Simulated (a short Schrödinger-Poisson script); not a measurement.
MOS inversion layer, Si3N4 on p-type Ge(100)

Structure: MOS inversion layer, Si3N4 on p-type Ge(100), at 300 K.

| layer | material | thickness (nm) | Na (cm⁻³) |
|---|---|---|---|
| 1 | Si3N4 | 5.1 | - |
| 2 | Ge | 1100 | 3.5e16 |

Constants are typed, rounded textbook-type inputs, not results; the design itself was drawn at random and stands for no fabricated device. Si3N4: permittivity 7.5, conduction-band edge (eV) 1.9, gap (eV) 5.1, electron mass (mₑ) 0.5. Ge: permittivity 16, conduction-band edge (eV) 0, gap (eV) 0.664, Nv at 300 K (cm⁻³) 6e18.

Channel valleys (confinement mass, in-plane density-of-states mass, number): L4 0.12, 0.295, 4. At the gate the conduction-band edge of layer 1 lies 2.03 eV − eVg above the Fermi level of the channel; the field vanishes at the back. Gaps are held at their typed values at every temperature. Mesh 0.03 nm at interfaces.

Solved with a short Schrödinger-Poisson script written for these runs: 1D Poisson equation in equilibrium, electrons quantum, Hartree (BenDaniel-Duke, 12 states a valley, the channel's in-plane mass for all, wave functions free to enter the dielectric), parabolic valleys, classical holes, full ionisation, no traps, pinning or gate leakage.

```tsv
Vg (V)	electrons (cm⁻²)	C (μF/cm²)	L4 E0 (meV)	L4 E1 (meV)
-0.3	1.64e6	0.215	475.3	491.3
-0.2	6.24e6	0.149	397.8	421.9
-0.1	1.09e8	0.120	313.9	343.2
0	2.82e9	0.116	227.2	260.6
0.1	5.98e10	0.310	146.6	183.8
0.2	3.54e11	0.682	98.9	141.3
0.3	8.31e11	0.852	75.2	123.3
0.4	1.39e12	0.936	60.5	113.8
0.5	1.99e12	0.986	50.0	108.0
0.6	2.61e12	1.02	41.8	104.1
0.7	3.26e12	1.05	35.1	101.3
0.8	3.92e12	1.07	29.3	99.2
0.9	4.59e12	1.08	24.3	97.6
1	5.27e12	1.09	19.8	96.3
1.1	5.95e12	1.11	15.7	95.3
1.2	6.64e12	1.11	12.0	94.5
1.3	7.34e12	1.12	8.5	93.8
1.4	8.05e12	1.13	5.3	93.3
1.5	8.75e12	1.14	2.2	92.8
1.6	9.46e12	1.14	-0.7	92.4
1.7	1.02e13	1.15	-3.5	92.1
```

Subbands count from the Fermi level.

Only the L valleys are kept; under strong confinement the Δ valleys of Ge fill too.
